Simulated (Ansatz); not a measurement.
# InSb, pressure series

Base system: InSb in the zinc blende structure (space group F-43m, No. 216).

```yaml
crystal:
  lattice:
    - [0.00000, 3.25957, 3.25957]
    - [3.25957, 0.00000, 3.25957]
    - [3.25957, 3.25957, 0.00000]
  atoms:
    - { symbol: Sb, position: [0.75000, 0.75000, 0.75000] }
    - { symbol: In, position: [0.00000, 0.00000, 0.00000] }
```

Cell and atoms are relaxed at each pressure.

Calculations: PBEsol (Ansatz, a program for electronic structure; PAW; 420 eV plane waves; no spin-orbit coupling).

Computed cases, in order: 0 GPa (base); pressure 0.9 GPa; pressure 2.1 GPa; pressure 4.5 GPa; pressure 9 GPa; pressure 15 GPa; pressure 22.5 GPa.

**Question.** Between which two neighbouring cases does the band gap open or close?

**Answer.** Between pressure 2.1 GPa (zero) and pressure 4.5 GPa (0.12 eV). The whole series: 0 GPa (base): zero; pressure 0.9 GPa: zero; pressure 2.1 GPa: zero; pressure 4.5 GPa: 0.12 eV; pressure 9 GPa: 0.49 eV; pressure 15 GPa: 0.81 eV; pressure 22.5 GPa: 0.66 eV.

Spin-orbit coupling, missing from the scalar runs, can matter with Sb. Load acts through the strain it causes; cell and atoms are relaxed under it. No phonon test of stability was made. Tetrahedral semiconductors of this kind turn to denser phases somewhere between about 1 and 50 GPa; those were not computed, so compressed cells here can lie past the real transition. The final runs are not spin-polarised. A zero or small gap of InSb can be the functional's error rather than a property of the material.
